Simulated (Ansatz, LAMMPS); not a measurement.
**Si well of 12 atomic layers along [001] in random Si0.5Ge0.5, 5 % Ge through the well**

Cell 16.85 × 16.85 × 49.87 Å, Si419Ge229, 648 atoms. Prepared with Tersoff's 1989 multicomponent potential (SiCGe.tersoff) (LAMMPS): minimisation. 

That structure was relaxed on with PBE, support functions at accuracy medium on the grid of 370 eV run with Ansatz (a first-principles code). Basis: localised support functions (accuracy medium) on a full density matrix. k-points: zone centre alone; occupations: Fermi-Dirac, 0.010 eV; spin polarisation not allowed. Spin-orbit coupling is left out.

Task: What does DFT change in the classical structure?

Result: The energy falls by 0.4 meV an atom over 3 steps; atoms move by 0.014 Å root mean square, 0.04 Å at most.
```json
[
 {"quantity": "4-fold atoms (%)", "classical minimum": "100.0", "after DFT steps": "100.0"},
 {"quantity": "spread of bond angles (°)", "classical minimum": "1.2", "after DFT steps": "1.4"}
]
```
